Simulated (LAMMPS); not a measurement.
Simulation of SiC (zinc blende), 1000 atoms, at 200 K and 0 GPa, heated as the crystal.

Method: classical MD, pair style gw, file SiC.gw, run in LAMMPS.

```json
{
 "state_found": "crystal; no diffusion seen in 30 ps",
 "density": "3.2086 ± 0.0001 g/cm³",
 "volume_per_atom": "10.3755 ± 0.0002 Å³",
 "enthalpy_per_atom": "-6.3601 ± 0.0001 eV",
 "first peak of g(r), C-Si": "1.89 Å, height 21.2",
 "coordination number of C by Si": "4.00 (counted to 2.58 Å)",
 "coordination number of Si by C": "4.00 (counted to 2.58 Å)",
 "most common C-Si-C angle": "in the 3° bin centred on 109.5° (mean of all 109°)",
 "mean_frequency_of_the_velocity_spectrum": "17.6 THz",
 "cost": "around 9 core-minutes (rough)"
}
```

Potential: file SiC.gw of the LAMMPS distribution.

Caution: nuclei are classical, which matters for such light atoms.

States go by the mean squared displacement: a species diffuses where it passes 1.5 Å², still rises and gives D over 1e-6 cm²/s; a crystal has left its structure where atoms lie 0.35 Å off their sites on average or a cubic box changes its shape by 3 %.

Errors shown are sampling errors alone.

```tsv
frequency (THz)	spectral density (1/THz), total	spectral density (1/THz), C	spectral density (1/THz), Si
0.7655	0.0000	0.0000	0.0000
1.378	0.0029	0.0009	0.0020
1.991	0.0081	0.0025	0.0055
2.603	0.0124	0.0037	0.0087
3.216	0.0070	0.0021	0.0049
3.828	0.0294	0.0090	0.0205
4.441	0.0290	0.0086	0.0205
5.053	0.0279	0.0081	0.0198
5.665	0.0883	0.0253	0.0630
6.278	0.0518	0.0147	0.0371
6.891	0.0764	0.0214	0.0551
7.503	0.0622	0.0168	0.0454
8.116	0.0685	0.0178	0.0508
8.728	0.0600	0.0156	0.0445
9.341	0.0306	0.0075	0.0231
9.953	0.0018	0.0004	0.0014
10.57	0.0108	0.0024	0.0083
11.18	0.0085	0.0018	0.0067
11.79	0.0142	0.0027	0.0116
12.40	0.0202	0.0037	0.0165
13.02	0.0153	0.0023	0.0131
13.63	0.0346	0.0040	0.0306
14.24	0.0936	0.0063	0.0873
14.85	0.0342	0.0007	0.0335
15.47	0.0019	0.0001	0.0018
16.08	0.0002	0.0001	0.0001
16.69	0.0001	0.0001	0.0001
17.30	0.0002	0.0001	0.0001
17.92	0.0003	0.0001	0.0001
18.53	0.0003	0.0001	0.0001
19.14	0.0003	0.0002	0.0001
19.75	0.0003	0.0002	0.0001
20.37	0.0004	0.0003	0.0001
20.98	0.0005	0.0004	0.0001
21.59	0.0005	0.0004	0.0001
22.20	0.0018	0.0016	0.0001
22.82	0.0359	0.0351	0.0008
23.43	0.0726	0.0683	0.0043
24.04	0.0402	0.0356	0.0046
24.65	0.0526	0.0453	0.0073
25.27	0.0372	0.0301	0.0071
25.88	0.0387	0.0291	0.0096
26.49	0.3642	0.2680	0.0962
27.10	0.1860	0.1405	0.0455
27.72	0.0037	0.0028	0.0008
28.33	0.0008	0.0006	0.0002
28.94	0.0005	0.0003	0.0001
29.55	0.0003	0.0002	0.0001
30.17	0.0003	0.0002	0.0001
```

```
r (Å)  g(r), C-Si
-----  ----------
1.740       0.000
1.780       0.031
1.820        2.03
1.860        15.7
1.900        21.2
1.940        6.71
1.980       0.560
2.020       0.020
2.060       0.000
2.100       0.000
2.140       0.000
2.180       0.000
2.220       0.000
2.260       0.000
2.300       0.000
2.340       0.000
2.380       0.000
2.420       0.000
2.460       0.000
2.500       0.000
2.540       0.000
2.580       0.000
2.620       0.000
2.660       0.000
2.700       0.000
2.740       0.000
2.780       0.000
2.820       0.000
2.860       0.000
2.900       0.000
2.940       0.000
2.980       0.000
3.020       0.000
3.060       0.000
3.100       0.000
3.140       0.000
3.180       0.000
3.220       0.000
3.260       0.000
3.300       0.000
3.340       0.003
3.380       0.024
3.420       0.167
3.460       0.688
3.500        2.12
3.540        4.78
3.580        7.70
3.620        8.77
3.660        7.12
3.700        4.13
3.740        1.76
3.780       0.493
3.820       0.099
3.860       0.013
3.900       0.000
3.940       0.000
3.980       0.000
4.020       0.000
4.060       0.000
4.100       0.000
4.140       0.000
4.180       0.000
4.220       0.000
4.260       0.000
4.300       0.000
4.340       0.000
4.380       0.000
4.420       0.000
4.460       0.001
4.500       0.002
4.540       0.022
4.580       0.128
4.620       0.650
4.660        1.87
4.700        3.87
4.740        5.40
4.780        5.02
4.820        3.18
4.860        1.33
4.900       0.372
4.940       0.074
4.980       0.009
5.020       0.001
5.060       0.000
5.100       0.000
5.140       0.000
5.180       0.000
5.220       0.000
5.260       0.000
5.300       0.000
5.340       0.000
5.380       0.004
5.420       0.018
5.460       0.097
5.500       0.356
5.540        1.05
5.580        2.25
5.620        3.66
5.660        4.44
5.700        4.01
5.740        2.69
```
